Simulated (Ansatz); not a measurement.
## YN with two functionals, x(B) = 0.25, 8 atoms, C2/m

Start from YN in the rock salt structure (space group Fm-3m, No. 225; a = 4.9058 Å).

(Cell as relaxed with PBE.)

Levels (all Ansatz, an electronic-structure program, PAW): PBE (420 eV, no spin-orbit coupling); r2SCAN (500 eV, spin-orbit coupling left out).

Each level relaxes its own structure.

```
base                      PBE    r2SCAN
-------------------  --------  --------
volume per atom      14.76 Å³  14.67 Å³
lattice parameter a   4.906 Å   4.896 Å
band gap              0.21 eV   0.58 eV
```

Modification: B replaces 25.0 % of the N, ordered in a cell of 8 atoms (starting symmetry C2/m) and fully relaxed.

```json
[
 {"quantity": "shortest interatomic distance", "PBE": "2.390 Å", "r2SCAN": "…"},
 {"quantity": "band gap", "PBE": "zero", "r2SCAN": "…"}
]
```

Q: Predict the r2SCAN column.

A: 
- shortest interatomic distance, r2SCAN: 2.386 Å
- band gap, r2SCAN: zero

PBE's shortest interatomic distance lies 0.004 Å above r2SCAN's (0.2 %); the two agree on the band gap. Neither level is exact; r2SCAN is the comparison here, not a measurement.

A trial with spin polarisation found a lower state for one case, which could not be relaxed; the values given are those without spin. These are small ordered cells, not random alloys; other orderings at the same x differ. Stability against distortions was not tested. The final runs are not spin-polarised. YB has a high density of states at the Fermi level and may be magnetic at this level. The zero or small gap of YN can change with the level of theory.
